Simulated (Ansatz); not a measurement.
The structure below was relaxed with Kohn–Sham DFT with the r2SCAN functional, run in Ansatz (a program for electronic structure) with PAW and 500 eV plane waves, without spin-orbit coupling.

Space group Fm-3m (No. 225); a = 5.472 Å, b = 5.472 Å, c = 5.472 Å, α = 90.00°, β = 90.00°, γ = 90.00°

| atom | site | symmetry | x | y | z |
|---|---|---|---|---|---|
| Se | 4a | m-3m | 0.0000 | 0.0000 | 0.0000 |
| Mg | 4b | m-3m | 0.5000 | 0.5000 | 0.5000 |

Q: Write out a cell with all atoms.

A: 
```
MgSe
1.0
    5.47206     0.00000     0.00000
    0.00000     5.47206     0.00000
    0.00000     0.00000     5.47206
Se Mg
4 4
Cartesian
  0.00000   0.00000   0.00000
  0.00000   2.73603   2.73603
  2.73603   0.00000   2.73603
  2.73603   2.73603   0.00000
  2.73603   0.00000   0.00000
  2.73603   2.73603   2.73603
  0.00000   0.00000   2.73603
  0.00000   2.73603   0.00000
```
This is the conventional cell.

Stability against distortions was not tested. The cell was made from MgO by this change: O → Se.
